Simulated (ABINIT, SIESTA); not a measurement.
An ABINIT input for a self-consistent single point of SiC (P6_3mc, 8 atoms in the cell) (DFT, LDA (PW92), plane waves, norm-conserving pseudopotentials (PseudoDojo nc-sr-04 LDA standard)):

```
# SiC, PseudoDojo nc-sr-04 LDA standard
pp_dirpath "./"
pseudos "Si.upf, C.upf"
acell 5.7223571216 5.7223571216 18.7335315954
rprim
         1.0000000000    0.0000000840    0.0000000000
        -0.5000000727    0.8660253618    0.0000000000
         0.0000000000    0.0000000000    1.0000000000
natom 8
ntypat 2
znucl 14 6
typat 1 1 1 1 2 2 2 2
xred
         0.0000000000    0.0000000000    0.0000000000
         0.0000000000    0.0000000000    0.5000000000
         0.6666666667    0.3333333333    0.7501800000
         0.3333333333    0.6666666667    0.2501800000
         0.0000000000    0.0000000000    0.8121600000
         0.0000000000    0.0000000000    0.3121600000
         0.6666666667    0.3333333333    0.5632900000
         0.3333333333    0.6666666667    0.0632900000
ecut 1116 eV
ixc 7
occopt 7
tsmear 0.00734986
nband 22
kptopt 1
ngkpt 12 12 4
nshiftk 1
shiftk 0 0 0
nstep 50
tolvrs 1.0e-12
prtwf 0
prtden 0
enunit 1
```

**Question.** Translate this input to SIESTA.

**Answer.** This is the input that was run; spellings and numerical settings could be chosen otherwise.

```
# files in the folder: Si.psml C.psml (PseudoDojo LDA standard)
SystemName  SiC
SystemLabel siesta

NumberOfAtoms                8
NumberOfSpecies              2
%block ChemicalSpeciesLabel
  1 14 Si
  2 6 C
%endblock ChemicalSpeciesLabel
LatticeConstant              3.028141 Ang
%block LatticeVectors
     1.000000000    0.000000000    0.000000000
    -0.500000165    0.866025393    0.000000000
     0.000000000    0.000000000    3.273743858
%endblock LatticeVectors
AtomicCoordinatesFormat      ScaledCartesian
%block AtomicCoordinatesAndAtomicSpecies
     0.000000000    0.000000000    0.000000000  1
     0.000000000    0.000000000    1.636871929  1
     0.500000445    0.288674842    2.455897167  1
    -0.000000610    0.577350551    0.819025238  1
     0.000000000    0.000000000    2.658803812  2
     0.000000000    0.000000000    1.021931883  2
     0.500000445    0.288674842    1.844067178  2
    -0.000000610    0.577350551    0.207195249  2
%endblock AtomicCoordinatesAndAtomicSpecies

XC.functional                LDA
XC.authors                   PW92
PAO.BasisSize                DZP
PAO.EnergyShift              0.01 Ry
MeshCutoff                   350 Ry
%block kgrid.MonkhorstPack
   12   0   0  0.0
    0  12   0  0.0
    0   0   4  0.0
%endblock kgrid.MonkhorstPack
OccupationFunction           MP
OccupationMPOrder            0
ElectronicTemperature        2320.9 K

MaxSCFIterations             150
SCF.Mixer.Method             Pulay
SCF.Mixer.Weight             0.2
SCF.Mixer.History            6
SCF.DM.Tolerance             1.0E-04
Diag.ParallelOverK           true
WriteForces                  true
```

Basis settings and potentials, where a program has them, do not carry over. This input uses DFT, LDA PW92, numerical atomic orbitals DZP, PseudoDojo LDA standard norm-conserving potentials (rewritten from UPF to PSML). LDA parametrisations can differ slightly between programs.

The starting cell was generated: these elements placed on a structure prototype, without a prior relaxation; it need not be a known phase or ordering of this composition. Its lattice was rescaled by a random factor within 2.5 % of one.
